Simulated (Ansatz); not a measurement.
This Ansatz (a quantum-chemistry and plane-wave program) input is the reference run, BeSe in the zinc blende structure (space group F-43m, No. 216), computed with Kohn–Sham DFT with the PBEsol functional, run in Ansatz with PAW and 420 eV plane waves, scalar-relativistic without spin-orbit coupling:

Ansatz 0.2 input:
```yaml
crystal:
  lattice:
    - [0, 2.5644562884, 2.5644562884]
    - [2.5644562884, 0, 2.5644562884]
    - [2.5644562884, 2.5644562884, 0]
  atoms:
    - { symbol: Se, position: [0.75, 0.75, 0.75] }
    - { symbol: Be, position: [0, 0, 0] }
basis: { ecutwfc: 420, ecutrho_ratio: 4, xc_grid: 2, fft_grid_basis: typed }
kpoints: { mp_grid: { grid: [11, 11, 11] } }
hamiltonian:
  xc: pbesol
  dispersion: none
  pseudopotentials: { kind: paw }
scf: { occupations: { method: fermi_dirac, width: 0.05 }, convergence: { dr2_threshold: 0.0000000002 } }
output: { forces: true, stress: true }
```

**Question.** Write the input for this change: biaxial strain −1.41 %, plane normal [001], relaxed out of plane (Cartesian); in-plane vectors clamped, the third vector and the atoms free.

**Answer.** 
Ansatz 0.2 input:
```yaml
crystal:
  lattice:
    - [3.5755525502, 0, 0]
    - [0, 3.5755525502, 0]
    - [1.7877762751, -1.7877762751, 2.5825357052]
  atoms:
    - { symbol: Se, position: [0.25, 0.25, 0.5] }
    - { symbol: Be, position: [0, 0, 0] }
basis: { ecutwfc: 420, ecutrho_ratio: 4, xc_grid: 2, fft_grid_basis: typed }
kpoints: { mp_grid: { grid: [11, 11, 11] } }
hamiltonian:
  xc: pbesol
  dispersion: none
  pseudopotentials: { kind: paw }
scf: { occupations: { method: fermi_dirac, width: 0.05 } }
relax: { f_tol: 0.005, max_steps: 50, cell: { stress_tol: 0.01, fix: [a, b, gamma] } }
output: { forces: true, stress: true }
checkpoint: { write: state.ck, write_every: 1000 }
```
This is the input that was run; other choices of cell and start would serve too.

Whether these cells are dynamically stable was not tested.
